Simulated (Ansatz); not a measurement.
# Carrier properties of BP (F-43m)

Data:

```
CELL_PARAMETERS angstrom
      0.00000     2.26919     2.26919
      2.26919     0.00000     2.26919
      2.26919     2.26919     0.00000
ATOMIC_POSITIONS crystal
  B  0.00000 0.00000 0.00000
  P  0.25000 0.25000 0.25000
```

These are PBEsol with spin-orbit coupling, rigid bands (plane waves, PAW; Ansatz, a first-principles code) values and carry that method's errors. Condition of this run: hydrostatic pressure -2 GPa (the target of the relaxation). Geometry: cell and atoms relaxed with PBEsol, then loaded as said.

```
Property                                                                                                                                                        Value
---------------------------------------------------------------------------------------------------------------------------------------  ----------------------------
band gap                                                                                                                                                      1.12 eV
electron conductivity mass (300 K, dilute)                                                                                                                    0.33 mₑ
hole conductivity mass (300 K, dilute)                                                                                                                        0.42 mₑ
effective density of states N_c (300 K)                                                                                                                   4.2e19 cm⁻³
effective density of states N_v (300 K)                                                                                                                   2.5e19 cm⁻³
density-of-states mass, electrons                                                                                                                             1.40 mₑ
density-of-states mass, holes                                                                                                                                 0.99 mₑ
Seebeck coefficient, n-type 1e19 cm⁻³, 300 K                                                                                                                -335 μV/K
best n-type power factor at 300 K for τ = 10 fs (best axis; densities from 1e16 to 1e21 cm⁻³ tried, whether or not they can be reached)  19.5 μW/(cm·K²) at 1e20 cm⁻³
Seebeck coefficient, p-type 1e19 cm⁻³, 300 K                                                                                                                 325 μV/K
best p-type power factor at 300 K for τ = 10 fs (best axis; densities from 1e16 to 1e21 cm⁻³ tried, whether or not they can be reached)  14.9 μW/(cm·K²) at 1e20 cm⁻³
```

Rigid bands; masses and Seebeck coefficients take one relaxation time τ for all states and one kind of carrier; polarons and phonon drag are left out.
